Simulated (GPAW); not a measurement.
# What each level gives and costs: LiMg3 (P-6m2, 4 atoms in the cell)

```
CELL_PARAMETERS angstrom
      3.14617     0.00000     0.00000
     -1.57309     2.72466     0.00000
      0.00000     0.00000    10.12160
ATOMIC_POSITIONS crystal
  Li 0.66667 0.33333 0.50000
  Mg 0.66667 0.33333 0.00000
  Mg 0.00000 0.00000 0.74257
  Mg 0.00000 0.00000 0.25743
```

Program: GPAW, GPAW PAW datasets PBEsol (made by gpaw-setup); each row names its functional.

Base settings: mode = pw; ecut = 800 eV; xc = PBEsol; kpts = 10 10 3; mesh shift (steps) = 0 0 0; occupations.name = methfessel-paxton; occupations.width = 0.272 eV; occupations.order = 1; nbands = -10; convergence.density = 1e-05 e/electron.

Differences are taken from r2SCAN (potentials: GPAW PAW datasets PBE (gpaw-data 1.0.1)), a reference of convenience: it is no measurement, and no ranking of the functionals follows. Where a row names another cutoff or potentials, its difference holds that change too.

Core times come from one kind of shared machine and are given to one figure; runs under 30 s give none.

The starting cell comes from a database of computed structures (which also holds hypothetical and non-ambient phases and stackings), without a prior relaxation at this level.

| level | pressure less reference (GPa) | largest difference in the force on any atom (eV/Å) | core time / reference (rough) |
|---|---|---|---|
| LDA (Perdew-Wang 92) (potentials: GPAW PAW datasets LDA (gpaw-data 1.0.1)) | -1.78 | 0.014 | 0.5 |
| BLYP (potentials: GPAW PAW datasets BLYP (made by gpaw-setup)) | 0.60 | 0.099 | 0.4 |
| vdW-DF2 (potentials: GPAW PAW datasets PBE (gpaw-data 1.0.1)) | 0.09 | 0.092 | 0.7 |
| vdW-DF-cx (potentials: GPAW PAW datasets PBE (gpaw-data 1.0.1)) | 0.70 | 0.026 | 0.7 |
| PBEsol | -0.44 | 0.026 | 0.6 |
| r2SCAN (potentials: GPAW PAW datasets PBE (gpaw-data 1.0.1)) | 0.00 | 0.000 | 1 |

Left out of this page: 3 runs of the series held back from this collection.
